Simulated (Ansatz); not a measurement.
Band structure of LaC2 (I4/mmm, 3 atoms in the cell).

```
LaC2
1.0
   -1.97717     1.97717     3.28824
    1.97717    -1.97717     3.28824
    1.97717     1.97717    -3.28824
La C
1 2
Cartesian
  0.00000   0.00000   0.00000
  0.00000   0.00000   2.64283
  0.00000   0.00000   3.93366
```

Method: PBEsol, PAW files made with PBE (plane waves; Ansatz, a program for electronic structure).

Settings: kpoints.mp_grid.grid = 14 14 14; hamiltonian.xc = pbesol; hamiltonian.pseudopotentials = {kind: paw} (the program's default PAW files); scf.occupations.method = fermi_dirac; scf.occupations.width = 0.0073 Ry; kpoints.band_path.npoints = 8.

The starting cell comes from a database of computed structures (which also holds hypothetical and non-ambient phases and stackings), without a prior relaxation at this level. Its lattice was rescaled by a random factor within 2.5 % of one.

Levels in eV from the Fermi level, bands 7 to 13:
| point | 7 | 8 | 9 | 10 | 11 | 12 | 13 |
|---|---|---|---|---|---|---|---|
| Γ | -4.78 | -3.20 | -3.20 | -0.09 | -0.09 | 0.55 | 1.85 |
| X | -3.59 | -3.46 | -3.11 | -2.22 | 2.10 | 2.15 | 2.20 |
| Y | -4.31 | -3.66 | -3.15 | -0.65 | 1.84 | 2.16 | 2.25 |
| S | -4.65 | -4.21 | -3.02 | 1.16 | 1.55 | 1.80 | 2.32 |
| Z | -3.39 | -3.39 | -2.69 | -0.72 | 2.24 | 2.26 | 2.29 |
| S1 | -4.65 | -4.21 | -3.02 | 1.16 | 1.55 | 1.80 | 2.32 |
| N | -4.92 | -4.54 | -2.25 | 1.04 | 1.49 | 1.98 | 2.37 |
| P | -3.56 | -3.56 | -2.20 | -0.20 | -0.20 | 2.17 | 2.17 |
| Y1 | -4.31 | -3.66 | -3.15 | -0.65 | 1.84 | 2.16 | 2.25 |

Bands cross the Fermi level along this path, so the cell is metallic at this level.

Keys are those of Ansatz 0.2.
